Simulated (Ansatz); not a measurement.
Structure of amorphous Si₂₄O₅₁Mo (periodic cell):

```xyz
76
Lattice="10.9432 0.2145 0.2540 0.2145 11.3418 0.0828 0.2540 0.0828 9.6829" Properties=species:S:1:pos:R:3 pbc="T T T"
Si     6.8314     2.4754     3.2795
Si     3.5950    11.4166     4.9260
Si    10.6313    10.5455     8.1871
Si     3.8825     9.2053     1.2726
Si     2.8438     8.5022     4.2944
Si    10.8379     1.3382     6.3698
Si     2.3620     2.5273     6.5376
Si     7.5507     3.1315     0.2892
Si    10.9552     9.8842     5.3395
Si     6.2600     7.3896     9.7598
Si     4.4668     4.3368     3.3708
Si     2.9949     5.2575     5.0293
Si    10.6844     7.1959     2.2712
Si     2.5289     0.3470     1.8536
Si    10.8519     5.9663     5.2937
Si     7.8641     7.2482     2.4964
Si     6.4781     0.3671     5.2676
Si     8.2092     1.1107     7.5904
Si    10.2919     4.3554     1.1504
Si     4.8030     4.7037     0.3605
Si     2.4290     2.9752     9.6520
Si     7.9661     9.0188     4.7268
Si     8.8986     4.5083     3.8025
Si     1.1739     9.4022     0.7265
O      3.4646     9.7905     5.1426
O      5.2451     2.8664     3.3344
O      3.4802     8.5702     2.7410
O      7.6260     7.6916     5.7179
O      9.8786     3.8757     2.6576
O      7.1808    10.1680     5.4809
O      9.0372    10.9999     8.2137
O      2.8152     4.4298     3.5292
O      7.6629     3.5570     4.1660
O      1.3831    10.8101     1.5582
O      8.2017     5.9301     3.3725
O      0.7959     8.1375     1.6723
O      4.9588     0.3745     4.8131
O      4.0610    10.8236     1.4531
O      7.4515     7.6340     8.5738
O      2.4000     2.3686     8.1637
O     10.0288     6.7524     6.6275
O      1.2216     8.8990     4.3446
O      5.2181     6.2448     9.2708
O      6.8916     6.7785     1.3146
O      1.3598     5.4560     5.5628
O     11.1047    11.5254     5.2541
O      6.8063     0.9806     6.7509
O     10.8290     6.7596     3.8517
O      9.5489     9.3485     4.6278
O      0.3259     0.3385     7.5084
O     10.8225     9.4885     6.9390
O      0.6414     3.3844     0.2902
O     10.7671     5.9193     1.2523
O      2.6307     0.5427     3.4636
O      6.4004     3.9572     9.5952
O      2.8924     1.0403     6.0485
O      8.0031     2.0408     8.8855
O      5.2440     8.6534     0.5440
O      3.6191     4.1133     9.6906
O      7.2478     8.4919     3.3715
O      8.8992     4.1203     0.2587
O     11.1936     9.8688     9.5467
O      9.8159     4.7196     5.1259
O      2.5331     1.7732     1.0969
O      4.8838     5.0239     1.9465
O      2.6644     8.9832     0.1769
O      7.2203     1.0588     3.9920
O      3.0913     7.0352     4.9043
O      9.2410     7.8715     1.9240
O      9.2752     1.7846     6.5472
O      4.7460     5.1935     4.7279
O      3.1164     3.8922     6.1312
O      7.6051     5.2473     7.0215
O      7.3984     2.4410     1.7544
O      0.8003     2.4531     5.9599
Mo     8.2534     6.7810     7.1213
```

Level of theory: PBE, scalar-relativistic without spin-orbit coupling (plane waves to 420 eV, PAW; Ansatz, a program for electronic structure).

The cell was made by melting and quenching with the CHGNet potential and then relaxed with DFT. O atoms were pushed apart under 1.9 Å during the dynamics, to hinder bonds among them. The hot cell started wider than the set density and was brought back towards it in steps. It is the lowest in DFT energy of 2 quenches. It is a model cell: composition and starting density were chosen by hand, and all elements were melted together. No dispersion term was used. Its density started from a set value of 2.30 and ended at 2.19 g/cm³. The quench (nominally 320 K/ps over its main leg) was far faster than any real one, so the model tends to hold more defects than a real film. A cell of this size samples the disorder only roughly. Volume and shape were free in the relaxation.

Cut-offs for bonds: Si-Si 2.60 Å, Si-O 1.96 Å, Si-Mo 2.74 Å, O-O 1.58 Å, O-Mo 2.42 Å, Mo-Mo 3.04 Å. Two cations that share two anions don't count as bonded, nor two that share one unless they lie closer than Si-Si 2.38 Å, Si-Mo 2.66 Å, Mo-Mo 2.95 Å.

Q: Give the coordination numbers, mean bond lengths and angles.

A: 
| Quantity | Result |
|---|---|
| Mean coordination of Si by anions | 4.04 (23 with 4, 1 with 5) |
| Mean coordination of O | 1.98 (1 with 1, 50 with 2) |
| Mean coordination of Mo by anions | 4.00 (1 with 4) |
| Mean Si-O bond | 1.643 Å (spread 0.037 Å, 97 counted) |
| Mean O-Mo bond | 1.791 Å (spread 0.076 Å, 4 counted) |
| Bond angle at Si | mean 109.3°, spread 8.5° |
| Bond angle at O | mean 138.2°, spread 17.0° |
| Bond angle at Mo | mean 109.0°, spread 9.8° |

Q: Which atoms depart from the most common coordination of their element?

A: Si12 has 5 (O32 1.72 Å, O45 1.73 Å, O72 1.76 Å, O71 1.78 Å, O68 1.78 Å); O73 has 1 (Mo76 1.67 Å).

Q: List the pairs of like atoms that count as bonded by the rules above.

A: There are none by these rules.
